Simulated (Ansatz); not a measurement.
Output of an Ansatz run (abridged):

```
WARN the atoms were moved onto the symmetric positions of the space group found under crystal.symmetry.tolerance 1.0e-5 (fractional …
WARN ansatz: RAYON_NUM_THREADS=1 ignored (pool sized by the plan → 1); use --threads N
Pseudopotentials: kind: paw
Pseudopotential: Cd, paw, valence charge 20
Pseudopotential: H, paw, valence charge 1
Pseudopotential: Cl, paw, valence charge 7
Pseudopotential: O, paw, valence charge 6
Crystal: 8 atoms, lattice volume = 127.775 Å³
Basis set: ecut = 420 eV, 2519 PW (Γ)
Bands: 42, of which v1, the nominal top of the filled ones, is band 34 counted from 1 (33 counted from 0)
Symmetry: 6 space group operations
Space group: P3m1 (ITA 156), of the structure as read, at distance tolerance 5.0e-5 Å
k-points: 25 of 192 (time reversal used)
PAW frozen core: Cd, regenerated for the run's functional, and the local potential with it
PAW frozen core: Cl, regenerated for the run's functional, and the local potential with it
PAW frozen core: O, regenerated for the run's functional, and the local potential with it
Initial density: superposition of atomic densities (neutral atoms: chi_scale 0, normalization atom), corrected by the library's trained network
Initial wavefunctions: pseudopotential atomic-orbital guess
Eigensolver: davidson
Functional: x = slater, c = lda
SCF iter   1: F=—  HF=-19469.153425 eV  |F-HF|=—  |Δ(HF+E_count)|=         —  Δρ=1.20e-2  dr2=1.71e-1  ethr=1.77e-3  ⟨swp⟩=5.0  Hψ=3389  notcnv=0  defer=150
all-band conjugate gradients solve this SCF's bands
preconditioner: auto → Resta (q_TF=auto, 2.456 Å⁻¹)
SCF iter   2: F=—  HF=-19469.107040 eV  |F-HF|=—  |Δ(HF+E_count)|=   4.64e-2  Δρ=4.77e-3  dr2=2.36e-2  ethr=2.52e-4  ⟨swp⟩=2.3  Hψ=1712  notcnv=0  defer=150
SCF iter   3: F=—  HF=-19469.100965 eV  |F-HF|=—  |Δ(HF+E_count)|=   6.08e-3  Δρ=2.14e-3  dr2=5.59e-3  ethr=3.47e-5  ⟨swp⟩=2.0  Hψ=1659  notcnv=0  defer=150
SCF iter   4: F=—  HF=-19469.099544 eV  |F-HF|=—  |Δ(HF+E_count)|=   1.42e-3  Δρ=6.27e-4  dr2=3.89e-4  ethr=8.22e-6  ⟨swp⟩=2.0  Hψ=1312  notcnv=0  defer=150
SCF iter   5: F=—  HF=-19469.099517 eV  |F-HF|=—  |Δ(HF+E_count)|=   2.72e-5  Δρ=1.65e-4  dr2=3.71e-5  ethr=5.71e-7  ⟨swp⟩=2.0  Hψ=1605  notcnv=0  defer=138
SCF iter   6: F=—  HF=-19469.099501 eV  |F-HF|=—  |Δ(HF+E_count)|=   1.61e-5  Δρ=5.99e-5  dr2=5.59e-6  ethr=5.46e-8  ⟨swp⟩=2.0  Hψ=1237  notcnv=0  defer=88
SCF iter   7: F=—  HF=-19469.099504 eV  |F-HF|=—  |Δ(HF+E_count)|=   2.49e-6  Δρ=4.40e-5  dr2=2.14e-6  ethr=8.22e-9  ⟨swp⟩=2.0  Hψ=1616  notcnv=0  defer=88
SCF iter   8: F=—  HF=-19469.099503 eV  |F-HF|=—  |Δ(HF+E_count)|=   2.63e-7  Δρ=1.44e-5  dr2=2.44e-7  ethr=3.14e-9  ⟨swp⟩=2.0  Hψ=1612  notcnv=0  defer=88
SCF iter   9: F=-19469.099504 eV  HF=-19469.099504 eV  |F-HF|=3.55e-9  |Δ(HF+E_count)|=   7.21e-8  Δρ=3.16e-6  dr2=1.39e-8  ethr=1.47e-10  ⟨swp⟩=11.3  Hψ=5228  notcnv=0
SCF 1 converged in 9 iterations: F = -19469.099504 eV  dr2 = 1.39e-8
SCF converged after 9 iterations
Free energy (F): -19469.099504 eV
Harris-Foulkes:  -19469.099504 eV  (|F-HF|=3.55e-9)
Internal energy: -19469.099504 eV  (E = F + TS)
E sigma→0 (E₀):  -19469.099504 eV
Fermi energy:    4.159630 eV
--- Per-component energies (eV) ---
  E_band       = -1132.763512
  E_kinetic    = 1699.805669
  E_local      = -9724.585343  (includes V_loc(G=0)·N_el)
  E_nonlocal   = 249.777173
  E_hartree    = 4344.898998
  E_xc         = -719.273893
  E_vxc        = -887.043764  (∫ρ·V_xc dr)
  E_paw        = -9444.478593  (= ΣΔE_a)
  E_vpaw       = -1160.514980  (= ΣTr[D̂ρ^β])
  E_aug_tail   = 0.002934  (compensation charges beyond the density's cutoff)
  E_ewald      = -5877.354414
  E_core_change = 2.107964  (= ΣΔE_core)
  E_smearing   = -0.000000  (= −TS)
  E_closure    = -0.000000  (closes the sum)
  Σ components = -19469.099504   (vs F -19469.099504, Δ=0.00e0)
--- Forces (eV/Å), atoms counted from 1 ---
  atom   1  Cd    -0.00000000    -0.00000000    -0.36480976
  atom   2  Cd     0.00000000     0.00000000     0.03943906
  atom   3  H     -0.00000000    -0.00000000     0.41214521
  atom   4  H      0.00000000     0.00000000     0.41350924
  atom   5  Cl     0.00000000     0.00000000    -0.51167048
  atom   6  Cl    -0.00000000    -0.00000000    -0.35155259
  atom   7  O      0.00000000     0.00000000     0.30072290
  atom   8  O     -0.00000000    -0.00000000     0.06219374
  max |Σ_I F_I| component: 2.27e-5 eV/Å
--- Stress (GPa, compression-positive) ---
       -7.754448       0.000000       0.000000
        0.000000      -7.754448       0.000000
        0.000000       0.000000      -6.525398
  P = ⅓ Tr σ = -7.3448 GPa (-73.448 kbar)
  The stress holds the Pulay correction. Without it, at fixed plane waves, as pw.x and ABINIT print it: P = -7.6723 GPa
--- Band table (eV; the first three rows and the last of 25) ---
  k-point 0: bands = ["-95.5142", "-95.4881", "-56.7152", "-56.6929", "-56.6556", "-56.6556", "-56.6280", "-56.6280", "-13.1438", "-12.9683", "-9.2615", "-9.0000", "-2.4944", "-2.2775", "-2.1816", "-2.1816", "-2.1733", "-2.1733", "-1.6700", [...]
  k-point 1: bands = ["-95.5142", "-95.4881", "-56.7152", "-56.6929", "-56.6556", "-56.6556", "-56.6280", "-56.6280", "-13.1433", "-12.9689", "-9.2582", "-9.0035", "-2.4434", "-2.3305", "-2.1800", "-2.1800", "-2.1749", "-2.1749", "-1.6700", [...]
  k-point 2: bands = ["-95.5142", "-95.4881", "-56.7151", "-56.6928", "-56.6559", "-56.6557", "-56.6283", "-56.6281", "-13.1273", "-12.9520", "-9.2177", "-8.9589", "-2.4226", "-2.2692", "-2.1451", "-2.1369", "-2.1280", "-2.1232", "-1.6876", [...]
  k-point 24: bands = ["-95.5141", "-95.4880", "-56.7149", "-56.6926", "-56.6574", "-56.6568", "-56.6298", "-56.6292", "-13.0234", "-12.8493", "-8.9042", "-8.6492", "-2.1254", "-2.0777", "-1.9255", "-1.9140", "-1.8125", "-1.7536", "-1.6996", [...]
```

The structure:

```
CELL_PARAMETERS angstrom
      3.75361     0.00000     0.00000
     -1.87681     3.25073     0.00000
      0.00000     0.00000    10.47164
ATOMIC_POSITIONS crystal
  Cd 0.66667 0.33333 0.49696
  Cd 0.33333 0.66667 0.99219
  H  0.00000 0.00000 0.31842
  H  0.00000 0.00000 0.81842
  Cl 0.66667 0.33333 0.15574
  Cl 0.33333 0.66667 0.65574
  O  0.00000 0.00000 0.41324
  O  0.00000 0.00000 0.91324
```

### Question
Write an input that gives this output.

### Answer
Other spellings and defaults could give the same log, and not every line can be read from it. The input that was run (DFT, LDA (PW92), plane waves, default PAW files made with PBE):

Ansatz 0.2 input:
```yaml
# CdHClO
crystal:
  lattice:
    - [3.753615, 0.000000, 0.000000]
    - [-1.876807, 3.250726, 0.000000]
    - [0.000000, 0.000000, 10.471638]
  atoms:
    - { symbol: Cd, position_ang: [1.876810, 1.083574, 5.204038] }
    - { symbol: Cd, position_ang: [-0.000002, 2.167152, 10.389855] }
    - { symbol: H, position_ang: [0.000000, 0.000000, 3.334379] }
    - { symbol: H, position_ang: [0.000000, 0.000000, 8.570198] }
    - { symbol: Cl, position_ang: [1.876810, 1.083574, 1.630853] }
    - { symbol: Cl, position_ang: [-0.000002, 2.167152, 6.866672] }
    - { symbol: O, position_ang: [0.000000, 0.000000, 4.327300] }
    - { symbol: O, position_ang: [0.000000, 0.000000, 9.563119] }
basis:
  ecutwfc: 420.0
kpoints:
  mp_grid: { grid: [8, 8, 3] }
hamiltonian:
  xc: lda
  pseudopotentials: { kind: paw }
scf:
  occupations: { method: fixed }
output:
  forces: true
  eigenvalues: true
  stress: true
```

The starting cell comes from a database of computed structures (which also holds hypothetical and non-ambient phases and stackings), without a prior relaxation at this level. Its lattice was rescaled by up to half a per cent. One atom was moved a little off its site on purpose. With a pressure of about -7 GPa the cell is away from its equilibrium volume at this level. Ansatz's pressure includes its estimate of the finite-basis (Pulay) stress.

Ansatz is an electronic-structure program.
